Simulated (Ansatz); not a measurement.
Take Ag in the fcc (Cu type) structure (space group Fm-3m, No. 225; relaxed with 0.1 eV smearing) as the base.

```
CELL_PARAMETERS angstrom
      0.00000     2.05231     2.05231
      2.05231     0.00000     2.05231
      2.05231     2.05231     0.00000
ATOMIC_POSITIONS crystal
  Ag 0.00000 0.00000 0.00000
```

Cartesian axes are those of the cell as printed.

Level of theory: Ansatz (an electronic-structure program), r2SCAN, PAW, cutoff 500 eV, spin-orbit coupling left out, earlier PAW set.

Modification: uniaxial strain ε_zz = −1.55 %, all other strain components held at zero; the atoms relax in the strained cell.

Q: Predict the stress tensor and what it implies for the stiffness.

A: Stress of the strained cell less that of the base (GPa, compression positive):
```
    1.5     0.0     0.0
    0.0     1.5     0.0
    0.0     0.0     2.0
```

Then −Δσ_ii/ε with ε = -0.0155 gives secant stiffness values (nonlinear terms included at this strain): C33 ≈ 130 GPa, C13 ≈ 99 GPa and C23 ≈ 99 GPa.

Stability against distortions was not tested.
